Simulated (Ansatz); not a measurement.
A self-consistent single point of SiO2 (P4_2/mnm, 6 atoms in the cell) with Ansatz (a first-principles code).

Computed with PBE, PAW files (plane waves; Ansatz).

```yaml
crystal:
  lattice:
    - [4.15105, 0.00000, 0.00000]
    - [0.00000, 4.15105, 0.00000]
    - [0.00000, 0.00000, 2.64124]
  atoms:
    - { symbol: Si, position: [0.50000, 0.50000, 0.50000] }
    - { symbol: Si, position: [0.00000, 0.00000, 0.00000] }
    - { symbol: O, position: [0.69316, 0.69316, 0.00000] }
    - { symbol: O, position: [0.30684, 0.30684, 0.00000] }
    - { symbol: O, position: [0.80684, 0.19316, 0.50000] }
    - { symbol: O, position: [0.19316, 0.80684, 0.50000] }
```

Reference input (self-consistent single point, DFT, PBE, plane waves, PAW files): basis.ecutwfc = 420 eV; kpoints.mp_grid.grid = 8 8 12; kpoints.mp_grid.shift = 0.5 0.5 0.5; hamiltonian.xc = pbe; hamiltonian.pseudopotentials = {kind: paw} (the program's default PAW files); scf.occupations.method = fixed. This run's input differs from it in these lines:

Ansatz 0.2 input:
```diff
@@ -14,3 +14,3 @@
 basis:
-  ecutwfc: 420.0
+  ecutwfc: 840.0
 kpoints:
```

Log, with long lists cut:

```
SCF iter   1: F=—  HF=-3549.228146 eV  |F-HF|=—  |Δ(HF+E_count)|=         —  Δρ=1.54e-1  dr2=8.55e0  ethr=3.10e-3  ⟨swp⟩=4.3  Hψ=5984  notcnv=0  defer=237
all-band conjugate gradients solve this SCF's bands
preconditioner: auto → none
SCF iter   2: F=—  HF=-3547.002335 eV  |F-HF|=—  |Δ(HF+E_count)|=    2.23e0  Δρ=6.52e-2  dr2=6.91e-1  ethr=3.10e-3  ⟨swp⟩=3.7  Hψ=3521  notcnv=0  defer=233
SCF iter   3: F=—  HF=-3546.871745 eV  |F-HF|=—  |Δ(HF+E_count)|=   1.31e-1  Δρ=2.38e-2  dr2=9.23e-2  ethr=2.16e-3  ⟨swp⟩=2.6  Hψ=2481  notcnv=0  defer=234
SCF iter   4: F=—  HF=-3546.903086 eV  |F-HF|=—  |Δ(HF+E_count)|=   3.13e-2  Δρ=2.01e-3  dr2=7.19e-4  ethr=2.89e-4  ⟨swp⟩=2.1  Hψ=1513  notcnv=0  defer=240
SCF iter   5: F=—  HF=-3546.903738 eV  |F-HF|=—  |Δ(HF+E_count)|=   6.51e-4  Δρ=2.85e-4  dr2=8.82e-6  ethr=2.25e-6  ⟨swp⟩=2.1  Hψ=2265  notcnv=0  defer=240
SCF iter   6: F=—  HF=-3546.903782 eV  |F-HF|=—  |Δ(HF+E_count)|=   4.46e-5  Δρ=2.75e-5  dr2=3.07e-7  ethr=2.76e-8  ⟨swp⟩=2.0  Hψ=2206  notcnv=0  defer=116
SCF iter   7: F=-3546.903782 eV  HF=-3546.903782 eV  |F-HF|=1.43e-9  |Δ(HF+E_count)|=   1.04e-7  Δρ=4.54e-6  dr2=4.05e-9  ethr=3.13e-10  ⟨swp⟩=11.8  Hψ=7884  notcnv=0
SCF 1 converged in 7 iterations: F = -3546.903782 eV  dr2 = 4.05e-9
Free energy (F): -3546.903782 eV
Internal energy: -3546.903782 eV  (E = F + TS)
E sigma→0 (E₀):  -3546.903782 eV
Fermi energy:    10.821065 eV
--- Forces (eV/Å), atoms counted from 1 ---
  atom   1  Si    -0.00000000     0.00000000     0.00000000
  atom   2  Si     0.00000000    -0.00000000     0.00000000
  atom   3  O      0.29446188     0.29446188     0.00000000
  atom   4  O     -0.29446188    -0.29446188     0.00000000
  atom   5  O     -0.29446188     0.29446188     0.00000000
  atom   6  O      0.29446188    -0.29446188     0.00000000
--- Stress (GPa, compression-positive) ---
       18.355712       0.000000       0.000000
        0.000000      18.355712       0.000000
        0.000000       0.000000      22.212560
  P = ⅓ Tr σ = 19.6413 GPa (196.413 kbar)
  The stress holds the Pulay correction. Without it, at fixed plane waves, as pw.x and ABINIT print it: P = 19.6170 GPa
```

The run converged in 7 iterations. Against the reference run the free energy falls by 3.2 meV/atom, the pressure moves little (19.69 to 19.64 GPa), the largest force hardly changes (0.419 to 0.416 eV/Å) and the gap on the mesh moves little (6.382 to 6.383 eV).

The starting cell comes from a database of computed structures (which also holds hypothetical and non-ambient phases and stackings), without a prior relaxation at this level. Its lattice was rescaled by a random factor within 2.5 % of one. Ansatz's pressure includes its estimate of the finite-basis (Pulay) stress. The shifted mesh does not hold Γ, so a gap read on it misses any band edge there.
